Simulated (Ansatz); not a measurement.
Base system: CuCl in the zinc blende structure (space group F-43m, No. 216; a = 5.290 Å).

Calculations: PBEsol in Ansatz (plane waves to 420 eV, PAW, without spin-orbit coupling).

Carriers are added at fixed cell with a uniform background; the Fermi–Dirac width is that of 300 K.

One change was made to it. Results:

| quantity | base | after |
|---|---|---|
| gap between the host's bands | 0.55 eV | 0.71 eV |
| Fermi level relative to the doped band's edge (positive inside the band; to 0.05 eV) | – | +0.15 eV |
| gap character | direct at Γ | direct at Γ |

Problem. Which change produced these results?
A) holes 5.0×10^21 cm⁻³
B) holes 2.0×10^21 cm⁻³
C) holes 5.0×10^20 cm⁻³

Solution. B, holes 2.0×10^21 cm⁻³. For comparison, the gap between the host's bands in the other runs: holes 5.0×10^20 cm⁻³ gives 0.59 eV; holes 5.0×10^21 cm⁻³ gives 0.94 eV.

Carriers are added with a uniform compensating background; total energy and stress of such cells depend on the potential's zero and are not compared; many-body gap narrowing is missing at this level. No phonon test of stability was made. No Hubbard U is applied. All final runs are without spin polarisation.

Ansatz is a first-principles code.
